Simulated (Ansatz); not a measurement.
# B interstitial (hcp Ru host)

Computed with PBE, PAW (plane waves to 420 eV; Ansatz, a first-principles code). Details: 48-site cell; 4×4×4 shifted k-points; start: void with 4Ru nearest; not converged in cell size; the relaxation kept the symmetry of the starting site; relaxed from one start, so a lower configuration may exist; flagged in the runs: a host that isn't quite at rest in this cell.

Neighbours after relaxation, in Å: of the B atom: Ru 1.87, Ru 1.89, Ru 1.89, Ru 2.10, Ru 2.18.

Formation energies E_f are those of the neutral cell. Chemical conditions: host crystal and elements as references (Δμ(B) = 0.00 eV; B taken from its element, since no compound that bounds it was computed at this level; only phases computed here count, gases as isolated molecules at 0 K). Reference phases: B: alpha boron.

The name describes the start; the neighbours show where the added atom ended.

```csv
charge,moment (μB),largest move off a lattice site (Å),"E_f, host crystal and elements as references (eV)"
0,not spin-polarised,0.33,2.84
```

Flagged in the runs: a host that isn't quite at rest in this cell.
